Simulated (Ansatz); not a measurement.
Results of r²SCAN (Ansatz, a quantum-chemistry and plane-wave program, PAW) for HfO2 (Pbca, No. 61, 24 atoms in the cell; start mp-1858; a measured phase of this formula has another space group).

Numerical settings: plane-wave cutoff 560 eV, 8×4×8 k mesh (along the axes of the cell as run), Fermi–Dirac smearing 0.01 eV, scalar-relativistic PAW data made under PBE.

Cell (relaxed at this level):

HfO$_{2}$ is taken in the orthorhombic space group Pbca (No. 61), Pearson symbol oP24. Conventional cell: a = 5.0632 Å, b = 10.0121 Å, c = 5.2296 Å, α = β = γ = 90.00°. Hf on 8c sees 7 O at 2.042–2.212 Å. O1 on 8c is coordinated by 4 Hf at 2.145–2.212 Å. O2 on 8c has 3 Hf at 2.042–2.164 Å (trigonal planar). (Neighbours: up to the widest gap in distance over summed covalent radii, below 1.35, at either atom; cation-cation and far metal-metal contacts left out.)

Q: Estimate the band gap and Γ–Γ gap that the calculation returns.

A: 
band gap: 4.84 eV (on the SCF k mesh)
Γ–Γ gap: 5.08 eV

Note: the relaxation could not lower the start's symmetry, so the cell can be a saddle point above a distorted one.

Spin–orbit coupling is not included.

Static lattice: no zero-point or thermal effects.

Cost on a shared machine: roughly 26 core-minutes.

A start named mp-… is a Materials Project structure, which need not be a measured phase.
